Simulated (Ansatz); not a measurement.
A computed series for GaAs: pressure series

The parent structure is GaAs in the zinc blende structure (space group F-43m, No. 216).

GaAs is modelled in the cubic space group F-43m (No. 216), the zinc blende structure, Pearson symbol cF8. Cell: a = 5.666 Å, b = 5.666 Å, c = 5.666 Å, α = 90.00°, β = 90.00°, γ = 90.00°. As on 4c is surrounded by 4 Ga at 2.453 Å (tetrahedral). Ga on 4a is surrounded by 4 As at 2.453 Å (tetrahedral). (Neighbours: up to the widest gap in distance over summed covalent radii, below 1.35, at either atom; cation-cation and far metal-metal contacts left out.)
(The calculation used a cell of 2 atoms; values per cell refer to that cell.)

Cell and atoms are relaxed at each pressure.

Computed with r2SCAN (Ansatz, a program for electronic structure; PAW; 500 eV plane waves; spin-orbit coupling left out), earlier PAW set.

Candidates:
(a) pressure −2 GPa
(b) pressure 2.1 GPa
(c) pressure 30 GPa

Base values:

- Band gap = 0.97 eV

Problem. Order them by band gap, highest first.

Solution. (c) pressure 30 GPa (1.23 eV), (b) pressure 2.1 GPa (1.19 eV), (a) pressure −2 GPa (0.73 eV)

Load acts through the strain it causes; cell and atoms are relaxed under it. No phonon test of stability was made. Measured, GaAs leaves this structure (for a Cmcm phase) near 15 GPa (room temperature; as listed in arXiv:1906.07825).
